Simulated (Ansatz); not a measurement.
For Ga (Cmcm, No. 63, 4 atoms in the cell; start mp-1067880; another form than the element's usual one), PBEsol (PAW; Ansatz, a quantum-chemistry and plane-wave program) gives:

| Quantity | Value |
|---|---|
| bulk modulus | 51.9 GPa |
| cohesive energy | 3.05 eV/atom |

### Question
What does r²SCAN (Ansatz, PAW) give for the same quantities?

### Answer

- bulk modulus: 56.0 GPa (increases by 7.9 %)
- cohesive energy: 2.83 eV/atom (decreases by 0.22 eV/atom)

Changes are worked out from the printed values.

Unless a cell is named, each level is at its own relaxed cell (PBEsol 19.86, r²SCAN 20.03 Å³/atom).

Caveats: the bulk modulus is −V dP/dV from two relaxed cells at ±2 % in volume (PBEsol, r²SCAN); the relaxation could not lower the start's symmetry, so the cell can be a saddle point above a distorted one (PBEsol, r²SCAN). Ansatz's density-functional and Hartree–Fock values are scalar-relativistic unless marked +SOC, with PAW data made under PBE.

A start named mp-… is a Materials Project structure, which need not be a measured phase.
